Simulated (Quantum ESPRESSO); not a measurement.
**Pressure against volume in bcc Mo (space group 229) (Quantum ESPRESSO, PBEsol)**

```yaml
crystal:
  lattice:
    - [-1.52927, 1.52927, 1.52927]
    - [1.52927, -1.52927, 1.52927]
    - [1.52927, 1.52927, -1.52927]
  atoms:
    - { symbol: Mo, position: [0.00000, 0.00000, 0.00000] }
```

Method: PBEsol, GBRV 1.5 ultrasoft (PBESOL) pseudopotentials (plane waves; Quantum ESPRESSO). Settings: ecutwfc = 52 Ry; ecutrho = 416 Ry; occupations = smearing; smearing = fd; degauss = 0.0036749 Ry; potentials = {Mo: mo_pbesol_v1.uspp.F.UPF}; K_POINTS = automatic 26 26 26 0 0 0; conv_thr = 1e-10 Ry; mixing_beta = 0.5. The cell above is the first row's. The rows scale it uniformly. In all rows the k mesh is held.

| V (Å^3/atom) | P (GPa) |
|---|---|
| 14.306 | 21.49 |
| 14.617 | 13.95 |
| 14.928 | 7.18 |
| 15.239 | 1.05 |
| 15.550 | -4.47 |
| 15.861 | -9.44 |
| 16.172 | -13.92 |
| 16.483 | -17.96 |
| 16.794 | ? |

Q: Fit P against V with a cubic, and predict the withheld value at V = 16.794.

A: With u = V - 15.4, the rows have u = -1.0940, -0.7830, -0.4720, -0.1610, 0.1500, 0.4610, 0.7720, 1.0830. Least squares gives P = -1.882 - 17.6990·u + 2.9868·u² - 0.3274·u³. Residuals (row less fit): 0.006, -0.015, 0.008, 0.004, 0.001, -0.001, -0.004, 0.003; standard error 0.009 (degrees of freedom: 4). The fitted pressure is zero at V0 = 15.30, where dP/dV = -18.33, so B0 = -V0·dP/dV = 280 GPa. At the withheld row, u = 1.3940, so P = -1.882 - 17.6990 × 1.3940 + 2.9868 × 1.3940² - 0.3274 × 1.3940³ = -21.637 GPa. The calculation gives -21.58 GPa, 0.057 GPa above the prediction (0.1 % of the range of P in the table). The row lies outside the fitted rows, so this is an extrapolation. From the scatter of the fitted rows alone, a prediction at this place has a standard error of 0.025 GPa, so the miss is 2.3 times that.

Carrying the step between the two nearest rows on in a straight line would have given -22.00, off by 0.42; series whose last step already gives the withheld value aren't shown. The scan was laid around a cell of about the measured size, scaled by a guess for this functional. Spin polarisation is off. Cutoffs and mesh are single choices, not tested for convergence of this quantity. Series with a scatter that would blur these digits, or in which a gap closes, are not shown.
